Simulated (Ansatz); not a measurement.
BC7 (model structure, P-43m, No. 215, 8 atoms in the cell) was calculated with r²SCAN in Ansatz (PAW).

Settings: plane-wave cutoff 560 eV, 16×16×16 k mesh, Fermi–Dirac smearing 0.05 eV, scalar-relativistic PAW data made under PBE.

Cell (relaxed at this level):

Space group P-43m (No. 215); a = b = c = 3.609 Å, α = β = γ = 90.00°

```
atom  site  symmetry       x       y       z
----  ----  --------  ------  ------  ------
C       3d     -42.m  0.0000  0.0000  0.5000
C       4e       .3m  0.7546  0.7546  0.7546
B       1b      -43m  0.5000  0.5000  0.5000
```

Estimate the bulk modulus B0 that the calculation returns.


- bulk modulus B0 = 403 GPa

The run finds no gap.

Note: the bulk modulus is −V dP/dV from two relaxed cells at ±2 % in volume; the relaxation could raise the start's symmetry but not lower it, so the cell can be a saddle point.

Computed values are for the static lattice.

Computing time: very roughly 2.9 core-minutes.

A model structure was made by putting elements into a prototype or built by hand; it is no filed structure, need not be a known phase, and can be a saddle point held by its symmetry.

Ansatz is a quantum-chemistry and plane-wave program.
